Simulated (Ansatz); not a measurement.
## Response to strain in MgS

Start from MgS in the rock salt structure (space group Fm-3m, No. 225; a = 5.129 Å). Axes: x, y, z lie along the cube axes.

Strains are applied to the cell and any free atomic positions relax; under biaxial strain the out-of-plane vector relaxes too.

Calculations: LDA/PAW in Ansatz (a quantum-chemistry and plane-wave program), no spin-orbit coupling.

Notes on the quantities. pressure: mean of the normal stresses, compression positive.

```tsv
change	electron mass	pressure	band gap
base	0.53 mₑ along k, 0.28 mₑ across (at X)	0.00 GPa	2.65 eV
biaxial strain −3.00 %, plane normal [001], relaxed out of plane	0.51 mₑ along k, 0.29 mₑ across (at X)	4.48 GPa	2.54 eV
biaxial strain −2.50 %, plane normal [001], relaxed out of plane	0.52 mₑ along k, 0.29 mₑ across (at X)	3.61 GPa	2.55 eV
biaxial strain −2.00 %, plane normal [001], relaxed out of plane	0.52 mₑ along k, 0.29 mₑ across (at X)	2.80 GPa	2.57 eV
biaxial strain −1.00 %, plane normal [001], relaxed out of plane	0.52 mₑ along k, 0.29 mₑ across (at X)	1.31 GPa	2.61 eV
biaxial strain −0.50 %, plane normal [001], relaxed out of plane	0.53 mₑ along k, 0.29 mₑ across (at X)	0.64 GPa	2.63 eV
biaxial strain +1.00 %, plane normal [001], relaxed out of plane	0.51 mₑ along k, 0.29 mₑ across (at X)	-1.15 GPa	2.54 eV
biaxial strain +1.50 %, plane normal [001], relaxed out of plane	0.50 mₑ along k, 0.29 mₑ across (at X)	-1.67 GPa	2.49 eV
biaxial strain +2.00 %, plane normal [001], relaxed out of plane	0.49 mₑ along k, 0.30 mₑ across (at X)	-2.16 GPa	2.45 eV
biaxial strain +3.00 %, plane normal [001], relaxed out of plane	0.48 mₑ along k, 0.30 mₑ across (at X)	-3.03 GPa	2.36 eV
```

Masses are band curvatures over ±0.01 Å⁻¹ around the edge. Along k means along the line from Γ to the band edge. No phonon test of stability was made.
